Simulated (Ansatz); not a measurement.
## Response to strain in HfS2

Take HfS2 in the CdI2 type structure (space group P-3m1, No. 164; layered, stacked along the Cartesian z axis) as the base.

```yaml
crystal:
  lattice:
    - [3.54747, 0.00000, 0.00000]
    - [-1.77373, 3.07220, 0.00000]
    - [0.00000, 0.00000, 5.57685]
  atoms:
    - { symbol: Hf, position: [0.00000, 0.00000, 0.00000] }
    - { symbol: S, position: [0.66667, 0.33333, 0.26190] }
    - { symbol: S, position: [0.33333, 0.66667, 0.73810] }
```

Strains are applied to the cell and any free atomic positions relax.

Computed with PBEsol-D3(BJ), PAW, 420 eV (Ansatz, an electronic-structure program; no spin-orbit coupling).

Notes on the quantities. pressure: mean of the normal stresses, compression positive.

```tsv
isotropic strain (%)	pressure (GPa)
-2.5	4.7
-2	?
-1.5	2.6
-1	1.7
0	0.0
0.5	-0.7
1	-1.5
1.5	-2.1
2.5	-3.3
```

### Question
Fit P = P₀ − Bδ + Cδ² with δ = (1 + ε)³ − 1 to the rows shown and predict the withheld row.

### Answer
Least squares on the printed values gives P₀ = 0.0 GPa, B = 53.4 GPa (at held cell shape), C = 139 GPa (largest residual 0.1 GPa); this predicts 3.6 GPa, and the run gives 3.6 GPa, in agreement.

A case with no gap was solved on a k-mesh chosen for an insulator, which is coarse for it. Whether these cells are dynamically stable was not tested. All final runs are without spin polarisation.
